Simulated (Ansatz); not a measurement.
The starting structures come from a database of crystals and need not be the phases stable at ambient conditions.

 Where the default PAW files enter, the runs use the earlier of Ansatz's two default sets.

Tunnelling through a barrier is set by its complex band structure: the current falls as exp(−2κd) with the smallest κ.

Data:

```yaml
crystal:
  lattice:
    - [5.49970, 0.00000, 0.00000]
    - [0.68986, 7.49823, 0.00000]
    - [-2.40492, 3.74912, 2.57161]
  atoms:
    - { symbol: Rh, position: [0.30162, 0.15081, 0.00000] }
    - { symbol: Rh, position: [0.69838, 0.84919, 0.00000] }
    - { symbol: Rh, position: [0.69838, 0.34919, 0.00000] }
    - { symbol: Rh, position: [0.30162, 0.65081, 0.00000] }
    - { symbol: O, position: [0.79986, 0.95014, 0.29986] }
    - { symbol: O, position: [0.20014, 0.04986, 0.70014] }
    - { symbol: O, position: [0.50000, 0.25000, 0.29986] }
    - { symbol: O, position: [0.50000, 0.75000, 0.70014] }
    - { symbol: O, position: [0.20014, 0.54986, 0.40028] }
    - { symbol: O, position: [0.79986, 0.45014, 0.59972] }
```

Space group of this cell: R-3c, corundum. The cell is taken as given; by r2SCAN its mean pressure is -0.7 GPa.

Transport runs along the normal of the first two printed cell vectors, the (110) plane of the conventional cell.

The gap is the functional's own. No spin-orbit coupling. Mid-gap values are interpolated on the energy grid.

**Question.** Predict the band gap and the smallest decay constant κ at mid-gap from r2SCAN in Ansatz (an electronic-structure program).

**Answer.** Gap 0.97 eV on a 12×12×12 mesh; κ = 0.264 1/Å, at the zone centre.
